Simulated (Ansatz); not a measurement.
NiI₂ (R-3m, No. 166), treated with PBEsol in Ansatz (plane waves, PAW).

Run with plane-wave cutoff 500 eV, 12×12×12 k mesh, Fermi–Dirac smearing 0.05 eV, spin-polarised start, scalar-relativistic PAW data made under PBE.

Computed at the level's own relaxed cell.

Problem. Give the computed equilibrium volume per atom, equilibrium lattice constant a and c axis length.

Solution. 
- equilibrium volume per atom = 28.50 Å³/atom
- equilibrium lattice constant a = 3.865 Å
- c axis length = 19.823 Å

Note: the magnetic order was assumed, not searched for or taken from measurement; the cell comes from a level without a dispersion term, which matters for the spacing of layers, chains or molecules; the cell has widely spaced layers and the level no dispersion term, so their spacing and the moduli can rest on weak binding.

Spin–orbit coupling is not included.

Ansatz is a quantum-chemistry and plane-wave program.
